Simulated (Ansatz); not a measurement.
**Ag, response to strain**

Start from Ag in the fcc (Cu type) structure (space group Fm-3m, No. 225; a = 4.0538 Å; relaxed with 0.1 eV smearing).

Strains are applied to the cell and any free atomic positions relax.

The values are results of PBEsol (Ansatz, a program for electronic structure, PAW, without spin-orbit coupling), not measurements.

Candidates:
(a) isotropic strain +3.00 %
(b) isotropic strain −3.00 %
(c) isotropic strain −1.50 %
(d) isotropic strain +1.50 %

Notes on the quantities. energy relative to the base: free energy F.

### Question
Order them by energy relative to the base, lowest first.

### Answer
(d) isotropic strain +1.50 % (+12 meV/atom), (c) isotropic strain −1.50 % (+13 meV/atom), (a) isotropic strain +3.00 % (+44 meV/atom), (b) isotropic strain −3.00 % (+58 meV/atom)

No phonon test of stability was made.
